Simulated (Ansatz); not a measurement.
Take Os in the hcp (Mg type) structure (space group P6_3/mmc, No. 194; a = 2.729 Å, c = 4.309 Å; relaxed with 0.1 eV smearing) as the base. Axes: x lies along a and z along c of the hexagonal cell.

Level of theory: PBEsol (Ansatz, a quantum-chemistry and plane-wave program), no spin-orbit coupling.

Base values:

```
Quantity                          Value
-----------------------------  --------
Shortest interatomic distance  266.9 pm
Pressure                        0.0 GPa
```

The change: uniaxial strain ε_zz = −2.50 %, all other strain components held at zero, atoms relaxed at fixed cell.

**Question.** Predict the new energy relative to the base.

**Answer.** The energy goes up by 25 meV/atom.

**Question.** What does the calculation give for the shortest interatomic distance after the change?

**Answer.** The shortest interatomic distance falls by 4.3 pm, from 266.9 pm to 262.6 pm.

**Question.** What does the calculation give for the pressure after the change?

**Answer.** The pressure (mean of the normal stresses, compression positive) goes from zero to 12.5 GPa.

Stability against distortions was not tested. All final runs are without spin polarisation.
